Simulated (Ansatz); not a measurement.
The parent structure is BeS in the zinc blende structure (space group F-43m, No. 216).

```
CELL_PARAMETERS angstrom
      0.00000     2.43431     2.43431
      2.43431     0.00000     2.43431
      2.43431     2.43431     0.00000
ATOMIC_POSITIONS crystal
  Be 0.00000 0.00000 0.00000
  S  0.25000 0.25000 0.25000
```

Cartesian axes are those of the cell as printed.

Level of theory: r2SCAN in Ansatz (plane waves to 500 eV, PAW, without spin-orbit coupling).

For the base:

The band gap comes out as 3.59 eV.

Perturbation: tensile biaxial strain of 2.08 % in the plane normal to [111], as in epitaxy on a mismatched substrate; the out-of-plane cell vector and the atoms relax.

Problem. Estimate the effect on the energy relative to the base.

Solution. The energy grows by 8.9 meV/atom.

Problem. What happens to the ratio −ε⊥/ε∥?

Solution. The ratio −ε⊥/ε∥ amounts to 0.36.

Problem. Predict the new band gap.

Solution. The band gap decreases by 0.06 eV, from 3.59 eV to 3.53 eV.

Problem. How does this affect the hole mass?

Solution. The hole mass comes out as 0.22 mₑ out of plane, 1.2 mₑ in plane (at Γ).

Masses are band curvatures over ±0.01 Å⁻¹ around the edge. No phonon test of stability was made.

Ansatz is a program for electronic structure.
